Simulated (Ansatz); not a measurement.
The starting structures come from a database of crystals and need not be the phases stable at ambient conditions.

Inside the gap of an insulator the Bloch states are evanescent, with a wavenumber k + iκ along the transport direction.

Here is the system:

```xyz
6
Lattice="3.3777 0.0000 0.0000 0.0000 4.4256 0.0000 0.0000 0.0000 5.3965" Properties=species:S:1:pos:R:3 pbc="T T T"
Fe     1.6888     2.2128     2.6983
Fe     0.0000     0.0000     0.0000
S      1.6888     3.0997     4.7391
S      1.6888     1.3259     0.6574
S      0.0000     0.8869     3.3557
S      0.0000     3.5387     2.0409
```

The cell is taken as given; by PBEsol it stands under a pressure of -5.9 GPa.

Transport runs along the normal of the first two printed cell vectors.

The gap is the functional's own, uncorrected, and κ follows it; spin-orbit coupling is left out. Mid-gap means the computed energy nearest the middle.

**Question.** Compute, with PBEsol (Ansatz, an electronic-structure program), the band gap and the smallest decay constant κ at mid-gap.

**Answer.** Gap 0.82 eV on a 10×8×6 mesh; κ = 0.250 1/Å, at (0.300, 0.000) of the in-plane reciprocal vectors. At the zone centre the slowest state has κ = 0.31 1/Å.
